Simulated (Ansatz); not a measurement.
Effect of isotropic strain +1.24 % on Sn

Take Sn (space group I4_1/amd, No. 141; a = 5.949 Å, c = 3.214 Å; relaxed with 0.1 eV smearing) as the base.

Modification: every lattice vector is stretched by 1.24 %, atoms relaxed at fixed cell.

Method: PBE/PAW in Ansatz (a program for electronic structure), no SOC. Γ-centred 20×20×20 mesh, Fermi–Dirac width 0.1 eV.

Volume per atom: 29.51 Å³ (base 28.44 Å³)
Space group: I4_1/amd (No. 141) (base I4_1/amd (No. 141))
Shortest interatomic distance: 3.120 Å (base 3.081 Å)
Energy relative to the base (free energy F): +5.5 meV/atom
Pressure (mean of the normal stresses, compression positive): -1.6 GPa (base 0.0 GPa)
Band gap: zero (base zero)

Final structure:

```xyz
2
Lattice="-3.0116 3.0116 1.6268 3.0116 -3.0116 1.6268 3.0116 3.0116 -1.6268" Properties=species:S:1:pos:R:3 pbc="T T T"
Sn     0.0000     3.0116     0.8134
Sn     0.0000     0.0000     0.0000
```

Cost of the whole job for the changed cell (relaxation, final SCF and bands): roughly 30 core-seconds.

No phonon test of stability was made.
